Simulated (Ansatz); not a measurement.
# A computed series for TiO2: pressure series

Consider TiO2 in the rutile structure (space group P4_2/mnm, No. 136; a = 4.6435 Å, c = 2.9637 Å).

Cell and atoms are relaxed at each pressure.

Method: plane-wave PAW DFT at the PBE level (Ansatz, a program for electronic structure, 420 eV), no spin-orbit coupling, earlier PAW set.

Notes on the quantities. enthalpy: H = E + PV relative to the base's energy.

```tsv
variant	c/a ratio	enthalpy	density	band gap
base	0.638	–	4.15 g/cm³	1.86 eV
pressure −2 GPa	0.637	-0.13 eV/atom	4.11 g/cm³	1.86 eV
pressure 0.3 GPa	0.638	+0.02 eV/atom	4.16 g/cm³	1.86 eV
pressure 0.7 GPa	0.639	+0.05 eV/atom	4.16 g/cm³	1.86 eV
pressure 1.5 GPa	0.639	+0.10 eV/atom	4.18 g/cm³	1.87 eV
pressure 3 GPa	0.640	+0.20 eV/atom	4.21 g/cm³	1.87 eV
pressure 5 GPa	0.642	+0.33 eV/atom	4.25 g/cm³	1.88 eV
pressure 7.5 GPa	0.643	+0.49 eV/atom	…	…
pressure 10 GPa	…	+0.65 eV/atom	4.34 g/cm³	1.90 eV
```

Q: Complete the table.

A: 
- pressure 7.5 GPa, density: 4.29 g/cm³
- pressure 7.5 GPa, band gap: 1.89 eV
- pressure 10 GPa, c/a ratio: 0.644

Load acts through the strain it causes; cell and atoms are relaxed under it. Whether these cells are dynamically stable was not tested. Competing high-pressure phases were not computed. The final runs are not spin-polarised.
